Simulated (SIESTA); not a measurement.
SIESTA run on MnCo (Pm-3m, 2 atoms in the cell): self-consistent single point.

Method: GGA PBEsol, numerical atomic orbitals TZP, PseudoDojo PBEsol standard norm-conserving potentials (rewritten from UPF to PSML) (SIESTA 5.4.2).

The change in words: lattice scaled by 0.98. Reference geometry:
```yaml
crystal:
  lattice:
    - [2.85360, 0.00000, 0.00000]
    - [0.00000, 2.85360, 0.00000]
    - [0.00000, 0.00000, 2.85360]
  atoms:
    - { symbol: Mn, position: [0.00000, 0.00000, 0.00000], spin: 4.0 }
    - { symbol: Co, position: [0.50000, 0.50000, 0.50000], spin: 3.0 }
```
(The spins are starting values, not results.)

Reference input (self-consistent single point, DFT, GGA PBEsol, numerical atomic orbitals TZP, PseudoDojo PBEsol standard norm-conserving potentials (rewritten from UPF to PSML)): XC.functional = GGA; XC.authors = PBEsol; potentials = PseudoDojo PBEsol standard; PAO.BasisSize = TZP; PAO.EnergyShift = 0.01 Ry; MeshCutoff = 300 Ry; kgrid.MonkhorstPack = 12 12 12; OccupationFunction = MP; OccupationMPOrder = 0; ElectronicTemperature = 3156.43 K; Spin = polarized; DM.InitSpin = [1 +4.00, 2 +3.00]. This run's input differs from it in these lines:

```diff
@@ -12,5 +12,5 @@
 %block LatticeVectors
-     2.853600000    0.000000000    0.000000000
-     0.000000000    2.853600000    0.000000000
-     0.000000000    0.000000000    2.853600000
+     2.796528000    0.000000000    0.000000000
+     0.000000000    2.796528000    0.000000000
+     0.000000000    0.000000000    2.796528000
 %endblock LatticeVectors
@@ -19,3 +19,3 @@
      0.000000000    0.000000000    0.000000000  1
-     1.426800000    1.426800000    1.426800000  2
+     1.398264000    1.398264000    1.398264000  2
 %endblock AtomicCoordinatesAndAtomicSpecies
```

Output (repeated stretches shortened):

```
        iscf     Eharris(eV)        E_KS(eV)     FreeEng(eV)     dDmax    Ef(eV) dHmax(eV)
   scf:    1    -7086.466593    -7110.119618    -7110.196257  1.172289 -1.973816 14.840553
     spin moment: {S} , |S| = {        0.0        0.0    4.35443 }     4.35443
   scf:    2    -7115.536048    -7113.419228    -7113.503293  0.123834 -2.682104 10.698695
     spin moment: {S} , |S| = {        0.0        0.0    4.21048 }     4.21048
   scf:    3    -7116.810872    -7115.600760    -7115.683073  0.153654 -3.555935  7.063855
     spin moment: {S} , |S| = {        0.0        0.0    4.39356 }     4.39356
   [... lines left out ...]
     spin moment: {S} , |S| = {        0.0        0.0    3.97629 }     3.97629
   scf:   22    -7116.981570    -7116.981569    -7117.044590  0.000015 -4.363433  0.000486
     spin moment: {S} , |S| = {        0.0        0.0    3.97629 }     3.97629
   scf:   23    -7116.981570    -7116.981570    -7117.044590  0.000011 -4.363433  0.000429
     spin moment: {S} , |S| = {        0.0        0.0    3.97629 }     3.97629
   scf:   24    -7116.981570    -7116.981570    -7117.044590  0.000009 -4.363430  0.000390
     spin moment: {S} , |S| = {        0.0        0.0    3.97629 }     3.97629
SCF Convergence by DM+H criterion
max |DM_out - DM_in|         :     0.0000085697
max |H_out - H_in|      (eV) :     0.0003898686
SCF cycle converged after 24 iterations

Using DM_out to compute the final energy and forces

siesta: E_KS(eV) =            -7116.9816

siesta: E_KS - E_eggbox =     -7116.9816

siesta: Atomic forces (eV/Ang):
     1    0.000000   -0.000000    0.000000
     2   -0.000000   -0.000000   -0.000000
   Tot    0.000000   -0.000000   -0.000000
   Max    0.000000
   Res    0.000000    sqrt( Sum f_i^2 / 3N )
   Max    0.000000    constrained

Stress tensor Voigt[x,y,z,yz,xz,xy] (kbar):       26.68       26.68       26.68        0.00       -0.00        0.00
(Free)E + p*V (eV/cell)    -7117.4087
Target enthalpy (eV/cell)    -7117.0446

siesta: Program's energy decomposition (eV):
siesta: FreeEng =     -7117.044590

   [... lines left out ...]
siesta: Cell volume =         21.870440 Ang**3
siesta:         -26.67684047        -26.67684046  kBar
   [... lines left out ...]
              0.194   0.194   0.808   0.808   0.496   0.808   0.496  -0.089

             -0.089  -0.065  -0.089  -0.065   0.023   0.023  -0.018   0.023

             -0.018

mulliken: Qtot =       14.012

Mulliken Atomic Populations:
Atom #   charge [q] valence [e]      Sz [e]  Species
     1     0.017662   14.982338    2.784508  Mn
     2    -0.017662   17.017662    1.191783  Co
 Total    -0.000000                3.976291
```

The run converged in 24 iterations. Against the reference run the free energy falls by 35.6 meV/atom, the pressure goes from -14.55 to -2.67 GPa and the size of the net moment hardly changes (2.01 to 1.99 μB/atom).

The starting cell comes from a database of computed structures (which also holds hypothetical and non-ambient phases and stackings), without a prior relaxation at this level. For this run, on top of that: lattice scaled by 0.98. The magnetic order is the one reached from the typed start; others were not searched systematically. Values carry the incompleteness of an atom-centred basis.

Cost on one core of a shared machine: roughly 7 min.
